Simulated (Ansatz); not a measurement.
## How far PBE and r2SCAN part for TiB2

The parent structure is TiB2 (space group P6/mmm, No. 191; a = 3.032 Å, c = 3.224 Å).

(Cell as relaxed with PBE.)

Levels (all Ansatz, a first-principles code, PAW, earlier PAW set): PBE (420 eV, no spin-orbit coupling); r2SCAN (500 eV, no spin-orbit coupling).

Each level relaxes its own structure.

| quantity | PBE | r2SCAN |
|---|---|---|
| volume per atom | 8.56 Å³ | 8.52 Å³ |
| lattice parameter a | 3.032 Å | 3.025 Å |
| lattice parameter c | 3.224 Å | 3.224 Å |
| band gap | zero | zero |

PBE's volume per atom lies 0.04 Å³ above r2SCAN's (0.5 %); PBE's lattice parameter a lies 0.007 Å above r2SCAN's (0.2 %); the two agree on the lattice parameter c and band gap. Neither level is exact; r2SCAN is the comparison here, not a measurement.

Whether these cells are dynamically stable was not tested. All final runs are without spin polarisation.
